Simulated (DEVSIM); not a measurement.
System: Au/Al2O3/SiO2/p-Si capacitor, at 300 K.

Layer 1 from the left is Al2O3, thickness (nm) 11.0. Layer 2 from the left is SiO2, thickness (nm) 0.790. Layer 3 from the left is Si, thickness (nm) 920, Na (cm⁻³) 3.9e17.

Metal gate on the left, work function 5.1 eV. Fixed charge at the semiconductor interface -1.9e10 cm⁻² (in units of +e); interface traps 1e10 cm⁻² eV⁻¹, uniform in energy, neutral level at 0.7 of the gap above the valence band.

Constants are typed, rounded textbook-type inputs, not results; the design itself was drawn at random and stands for no fabricated device. Values at 300 K.

Al2O3: gap (eV) 6.8, affinity (eV) 1.35, permittivity 9. SiO2: gap (eV) 9, affinity (eV) 0.9, permittivity 3.9. Si: gap (eV) 1.124, affinity (eV) 4.05, permittivity 11.7, Nc (cm⁻³) 2.86e19, Nv (cm⁻³) 3.1e19.

Model (solved in DEVSIM): 1D Poisson equation in equilibrium, Boltzmann statistics, complete ionisation; no quantum confinement or tunnelling. Metal contacts follow the ideal Schottky-Mott rule: no Fermi-level pinning, no interface dipoles.

**Question.** What does the simulation give for the threshold voltage (band bending 2φF), the minimum of the low-frequency capacitance, the flat-band voltage?

**Answer.** threshold voltage (band bending 2φF) 1.49 V; minimum of the low-frequency capacitance 0.158 μF/cm²; flat-band voltage 0.04 V.
